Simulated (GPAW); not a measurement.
Worked example: self-consistent single point of TiPt3 (Pm-3m, 4 atoms in the cell) in GPAW.

Method: PBEsol, GPAW PAW datasets PBEsol (made by gpaw-setup) (plane waves; GPAW).

```
TiPt3
1.0
    3.87390     0.00000     0.00000
    0.00000     3.87390     0.00000
    0.00000     0.00000     3.87390
Ti Pt
1 3
Direct
  0.00000   0.00000   0.00000
  0.50000   0.50000   0.00000
  0.00000   0.50000   0.50000
  0.50000   0.00000   0.50000
```

Reference input (self-consistent single point, DFT PBE, plane waves, GPAW PAW datasets PBE (gpaw-data 1.0.1)): mode = pw; ecut = 800 eV; xc = PBE; kpts = 7 7 7; mesh shift (steps) = 0 0 0; occupations.name = methfessel-paxton; occupations.width = 0.272 eV; occupations.order = 0; nbands = -10; convergence.density = 1e-05 e/electron; convergence.energy = 1e-05 eV/electron; symmetry.symmorphic = false. This run's input differs from it in these lines:

```diff
@@ -15,3 +15,3 @@
 calc = GPAW(mode=PW(800),
-            xc='PBE',
+            xc='PBEsol',
             kpts=(7, 7, 7),
```

Its files differ too (potentials: GPAW PAW datasets PBEsol (made by gpaw-setup)).

The program printed (abridged):

```
     iter     time        total  log10-change:
                         energy   eigst   dens
iter:   1 --:--:--   -35.711213
iter:   2 --:--:--   -34.498343   -1.27  -1.28
iter:   3 --:--:--   -33.921321   -2.23  -1.39
iter:   4 --:--:--   -32.734997   -1.22  -1.45
iter:   5 --:--:--   -32.594985   -2.26  -1.94
   [... 5 lines left out ...]
iter:  11 --:--:--   -32.551888   -4.27  -2.83
iter:  12 --:--:--   -32.552013   -4.55  -2.77
iter:  13 --:--:--   -32.548914   -3.41  -2.96
iter:  14 --:--:--   -32.548850   -5.26  -3.32
iter:  15 --:--:--   -32.548865c  -5.83  -3.86
iter:  16 --:--:--   -32.548870c  -7.41c -4.06
iter:  17 --:--:--   -32.548872c  -6.35  -4.08
iter:  18 --:--:--   -32.548874c  -7.70c -4.78
iter:  19 --:--:--   -32.548875c  -8.63c -4.84
iter:  20 --:--:--   -32.548885c  -8.18c -4.89
iter:  21 --:--:--   -32.548878c  -8.16c -5.03c
Converged after 21 iterations.

Dipole moment: (-0.000000, -0.000000, -0.000000) |e|*Ang

Energy contributions relative to reference atoms: (reference = -1523904.520651)

Kinetic:         -7.622075
Potential:       +1.165590
External:        +0.000000
XC:             -24.512013
Entropy (-ST):   -0.063135
Local:           -1.548813
SIC:             +0.000000
--------------------------
Free energy:    -32.580446
Extrapolated:   -32.548878

Showing only first 2 kpts
 Kpt  Band  Eigenvalues  Occupancy
  0    28     12.79173    0.72971
  0    29     14.22725    0.00000
  0    30     14.22725    0.00000
  0    31     14.34168    0.00000

  1    28     12.79247    0.72681
  1    29     13.01686    0.12951
  1    30     13.95502    0.00000
  1    31     13.95502    0.00000

Fermi level: 12.72527

No gap
No difference between direct/indirect transitions
Energy (eV): -32.548878

Forces in eV/Ang:
  0 Ti   -0.00000    0.00000   -0.00000
  1 Pt   -0.00000   -0.00000    0.00000
  2 Pt   -0.00000   -0.00000   -0.00000
  3 Pt   -0.00000    0.00000   -0.00000

Stress tensor:
    -0.034665     0.000000     0.000000
     0.000000    -0.034665     0.000000
     0.000000     0.000000    -0.034665
Stress (GPa, Voigt): [-5.554 -5.554 -5.554  0.     0.     0.   ]
```

The run converged in 21 iterations. GPAW prints stress with tension positive. Against the reference run the pressure goes from 15.34 to 5.55 GPa.

The starting cell comes from a database of computed structures (which also holds hypothetical and non-ambient phases and stackings), without a prior relaxation at this level. Its lattice was rescaled by a random factor within 2.5 % of one. Spin polarisation is off. With a pressure of about 6 GPa the cell is away from its equilibrium volume at this level.

Cost on one core of a shared machine: roughly 90 s.
